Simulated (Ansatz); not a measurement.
Consider HfO2 (space group P4_2/nmc, No. 137; a = 3.567 Å, c = 5.166 Å).

Levels (all Ansatz, a quantum-chemistry and plane-wave program, PAW): PBEsol (420 eV, no spin-orbit coupling); r2SCAN (500 eV, without spin-orbit coupling); HSE06 (420 eV, without spin-orbit coupling).

One geometry, relaxed with PBEsol, under each level:

```tsv
level	band gap	lowest conduction level above the VBM at special points	pressure
PBEsol	4.57 eV	Γ 4.57 eV; X 5.02 eV; R 5.18 eV; Z 5.29 eV	0.00 GPa
r2SCAN	5.22 eV	Γ 5.22 eV; X 5.62 eV; R 5.78 eV; Z 5.91 eV	2.17 GPa
HSE06	[?]	[?]	–
```

Task: Give the withheld HSE06 results.

Result: 
- HSE06, band gap: 6.34 eV
- HSE06, lowest conduction level above the VBM at special points: Γ 6.34 eV; X 6.80 eV; R 6.99 eV

Single points use the geometry relaxed with PBEsol. Their cutoffs differ, which shifts pressures a little. The hybrid gap comes from the SCF mesh plus the semilocal run's edge points and a few special points and is an upper bound. Spin-orbit coupling, missing from the scalar runs, can matter with Hf. Whether these cells are dynamically stable was not tested. This is not the structure that HfO2 has at room temperature and ambient pressure.
